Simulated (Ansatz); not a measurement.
Output of an Ansatz run (abridged):

```
WARN the atoms were moved onto the symmetric positions of the space group found under crystal.symmetry.tolerance 1.0e-5 (fractional …
WARN ansatz: RAYON_NUM_THREADS=1 ignored (pool sized by the plan → 1); use --threads N
Pseudopotentials: kind: paw
Pseudopotential: Ba, paw, valence charge 10
Pseudopotential: O, paw, valence charge 6
Pseudopotential: Ti, paw, valence charge 12
Crystal: 10 atoms, lattice volume = 332.620 Å³
Basis set: ecut = 420.4159175005146 eV, 6539 PW (Γ)
Bands: 50, of which v1, the nominal top of the filled ones, is band 40 counted from 1 (39 counted from 0)
Symmetry: 2 space group operations
Space group: Cm (ITA 8), of the structure as read, at distance tolerance 6.9e-5 Å
k-points: 13 of 36 (time reversal used)
PAW frozen core: Ba, regenerated for the run's functional, and the local potential with it
PAW frozen core: O, regenerated for the run's functional, and the local potential with it
PAW frozen core: Ti, regenerated for the run's functional, and the local potential with it
Initial density: superposition of atomic densities (neutral atoms: chi_scale 0, normalization atom), corrected by the library's trained network
Initial wavefunctions: pseudopotential atomic-orbital guess
Eigensolver: davidson
Functional: x = slater, c = lda
SCF iter   1: F=—  HF=-19805.642631 eV  |F-HF|=—  |Δ(HF+E_count)|=         —  Δρ=1.21e-2  dr2=5.97e-1  ethr=1.77e-3  ⟨swp⟩=10.9  Hψ=3270  notcnv=0
all-band conjugate gradients solve this SCF's bands
preconditioner: auto → Resta (q_TF=auto, 2.152 Å⁻¹)
SCF iter   2: F=—  HF=-19805.621614 eV  |F-HF|=—  |Δ(HF+E_count)|=   2.10e-2  Δρ=1.19e-2  dr2=4.89e-1  ethr=7.46e-4  ⟨swp⟩=3.0  Hψ=1412  notcnv=0  defer=22
SCF iter   3: F=—  HF=-19805.541518 eV  |F-HF|=—  |Δ(HF+E_count)|=   8.01e-2  Δρ=2.07e-3  dr2=1.34e-2  ethr=6.12e-4  ⟨swp⟩=2.3  Hψ=972  notcnv=0  defer=22
SCF iter   4: F=—  HF=-19805.539494 eV  |F-HF|=—  |Δ(HF+E_count)|=   2.02e-3  Δρ=1.27e-3  dr2=5.65e-3  ethr=1.68e-5  ⟨swp⟩=2.1  Hψ=1182  notcnv=0  defer=22
SCF iter   5: F=—  HF=-19805.538750 eV  |F-HF|=—  |Δ(HF+E_count)|=   7.44e-4  Δρ=4.90e-4  dr2=6.54e-4  ethr=7.06e-6  ⟨swp⟩=2.0  Hψ=872  notcnv=0  defer=22
SCF iter   6: F=—  HF=-19805.538704 eV  |F-HF|=—  |Δ(HF+E_count)|=   4.58e-5  Δρ=1.79e-4  dr2=1.28e-4  ethr=8.18e-7  ⟨swp⟩=2.0  Hψ=1084  notcnv=0  defer=22
SCF iter   7: F=—  HF=-19805.538691 eV  |F-HF|=—  |Δ(HF+E_count)|=   1.33e-5  Δρ=6.38e-5  dr2=2.01e-5  ethr=1.60e-7  ⟨swp⟩=2.1  Hψ=900  notcnv=0  defer=22
SCF iter   8: F=—  HF=-19805.538686 eV  |F-HF|=—  |Δ(HF+E_count)|=   4.67e-6  Δρ=3.39e-5  dr2=4.51e-6  ethr=2.52e-8  ⟨swp⟩=2.0  Hψ=921  notcnv=0  defer=22
SCF iter   9: F=—  HF=-19805.538688 eV  |F-HF|=—  |Δ(HF+E_count)|=   1.43e-6  Δρ=1.21e-5  dr2=7.74e-7  ethr=5.64e-9  ⟨swp⟩=2.0  Hψ=905  notcnv=0  defer=22
SCF iter  10: F=—  HF=-19805.538688 eV  |F-HF|=—  |Δ(HF+E_count)|=   1.65e-7  Δρ=6.18e-6  dr2=1.38e-7  ethr=9.67e-10  ⟨swp⟩=2.0  Hψ=1051  notcnv=0  defer=22
SCF iter  11: F=-19805.538688 eV  HF=-19805.538688 eV  |F-HF|=1.70e-8  |Δ(HF+E_count)|=   1.29e-8  Δρ=2.71e-6  dr2=2.62e-8  ethr=1.25e-10  ⟨swp⟩=14.6  Hψ=3392  notcnv=0
SCF 1 converged in 11 iterations: F = -19805.538688 eV  dr2 = 2.62e-8
SCF converged after 11 iterations
Free energy (F): -19805.538688 eV
Harris-Foulkes:  -19805.538688 eV  (|F-HF|=1.70e-8)
Internal energy: -19805.538688 eV  (E = F + TS)
E sigma→0 (E₀):  -19805.538688 eV
Entropy (-TS):   -0.000000 eV (-0.000 meV/atom)
Fermi energy:    2.297852 eV
--- Per-component energies (eV) ---
  E_band       = -1013.172612
  E_kinetic    = 1913.810821
  E_local      = -47412.837906  (includes V_loc(G=0)·N_el)
  E_nonlocal   = 432.765125
  E_hartree    = 22879.141061
  E_xc         = -962.735607
  E_vxc        = -1075.151882  (∫ρ·V_xc dr)
  E_paw        = -12988.190150  (= ΣΔE_a)
  E_vpaw       = -630.054812  (= ΣTr[D̂ρ^β])
  E_aug_tail   = 0.014889  (compensation charges beyond the density's cutoff)
  E_ewald      = 16330.694618
  E_core_change = 1.798461  (= ΣΔE_core)
  E_smearing   = -0.000000  (= −TS)
  E_closure    = 0.000000  (closes the sum)
  Σ components = -19805.538688   (vs F -19805.538688, Δ=0.00e0)
--- Forces (eV/Å), atoms counted from 1 ---
  atom   1  Ba    -0.05293976     0.05270511    -0.76456965
  atom   2  Ba    -0.09904400     0.09860499    -1.11032100
  atom   3  O      0.04517740    -0.91746797    -0.23933996
  atom   4  O      0.91765961    -0.04110130    -0.23933996
  atom   5  O     -0.08730638     0.08691940    -1.04617036
  atom   6  O      0.04373961    -0.14360277     0.14183341
  atom   7  O      0.14379565    -0.04310125     0.14183341
  atom   8  O      0.04041299    -0.04023386    -1.16517305
  atom   9  Ti    -0.81095039     0.80735588     3.05403260
  atom  10  Ti    -0.14050557     0.13988279     1.22737770
  max |Σ_I F_I| component: 1.63e-4 eV/Å
--- Stress (GPa, compression-positive) ---
       -7.491352      -0.085754      -0.214151
       -0.085754      -7.492113       0.213202
       -0.214151       0.213202      -5.433268
  P = ⅓ Tr σ = -6.8056 GPa (-68.056 kbar)
  The stress holds the Pulay correction. Without it, at fixed plane waves, as pw.x and ABINIT print it: P = -7.0966 GPa
--- Band table (eV; the first three rows and the last of 13) ---
  k-point 0: bands = ["-54.9827", "-54.7937", "-31.6646", "-31.4536", "-31.4404", "-31.3972", "-31.3942", "-31.3080", "-24.8711", "-23.5742", "-15.6804", "-15.0669", "-14.9141", "-14.6686", "-14.2843", "-13.9189", "-10.0344", "-9.7857", "-9.7817", [...]
  k-point 1: bands = ["-54.9825", "-54.7935", "-31.6642", "-31.4595", "-31.4433", "-31.4064", "-31.3950", "-31.3075", "-24.8565", "-23.5547", "-15.6110", "-15.0577", "-14.9013", "-14.6346", "-14.2649", "-13.9827", "-10.0531", "-9.7682", "-9.7378", [...]
  k-point 2: bands = ["-54.9822", "-54.7932", "-31.6635", "-31.4758", "-31.4445", "-31.4271", "-31.3943", "-31.3064", "-24.8269", "-23.5152", "-15.5310", "-15.0404", "-14.8591", "-14.5409", "-14.1967", "-14.0976", "-10.0708", "-9.7169", "-9.6852", [...]
  k-point 12: bands = ["-54.9814", "-54.7923", "-31.6618", "-31.4877", "-31.4753", "-31.4367", "-31.4328", "-31.3043", "-24.7643", "-23.4359", "-14.9598", "-14.8611", "-14.8536", "-14.1538", "-14.1453", "-13.9831", "-10.2445", "-10.2295", [...]
```

The structure:

```xyz
10
Lattice="4.0776 0.0000 0.0000 -4.0957 4.0776 0.0000 0.0000 0.0000 20.0049" Properties=species:S:1:pos:R:3 pbc="T T T"
Ba     4.0637     0.0139     9.0017
Ba     4.0637     0.0139    13.0049
O     -2.0213     3.9896     7.0000
O      0.0791     2.0035     7.0000
O     -1.9995     1.9907     9.0017
O     -2.0213     3.9896    11.0033
O      0.0791     2.0035    11.0033
O     -1.9995     1.9907    13.0049
Ti    -2.1236     2.1142     7.0000
Ti    -2.1236     2.1142    11.0033
```

Task: Reconstruct the input of this run.

Result: Other spellings and defaults could give the same log, and not every line can be read from it. The input that was run (DFT, LDA (PW92), plane waves, default PAW files made with PBE):

Ansatz 0.2 input:
```yaml
crystal:
  lattice:
    - [4.077630, 0.000000, 0.000000]
    - [-4.095744, 4.077589, 0.000000]
    - [0.000000, 0.000000, 20.004917]
  atoms:
    - { symbol: Ba, position_ang: [4.063664, 0.013905, 9.001693] }
    - { symbol: Ba, position_ang: [4.063664, 0.013905, 13.004916] }
    - { symbol: O, position_ang: [-2.021267, 3.989635, 7.000001] }
    - { symbol: O, position_ang: [0.079054, 2.003523, 7.000001] }
    - { symbol: O, position_ang: [-1.999542, 1.990679, 9.001693] }
    - { symbol: O, position_ang: [-2.021267, 3.989635, 11.003304] }
    - { symbol: O, position_ang: [0.079054, 2.003523, 11.003304] }
    - { symbol: O, position_ang: [-1.999542, 1.990679, 13.004916] }
    - { symbol: Ti, position_ang: [-2.123643, 2.114230, 7.000001] }
    - { symbol: Ti, position_ang: [-2.123643, 2.114230, 11.003304] }
basis:
  ecutwfc: 30.9 Ry
kpoints:
  mp_grid: { grid: [6, 6, 1] }
hamiltonian:
  xc: lda
  pseudopotentials: { kind: paw }
scf:
  occupations: { method: fermi_dirac, width: 0.0037 Ry }
output:
  forces: true
  eigenvalues: true
  stress: true
```

The starting cell comes from a database of computed structures (which also holds hypothetical and non-ambient phases and stackings), without a prior relaxation at this level. The slab is cut from that crystal, and its faces are unrelaxed. Its lattice was rescaled by up to half a per cent. Spin polarisation is off, though cut faces can carry moments; a gap of a slab can lie between surface states. The two faces of this cut differ, and no dipole correction was used. Forces in this geometry exceed 1 eV/Å.

Ansatz is a program for electronic structure.
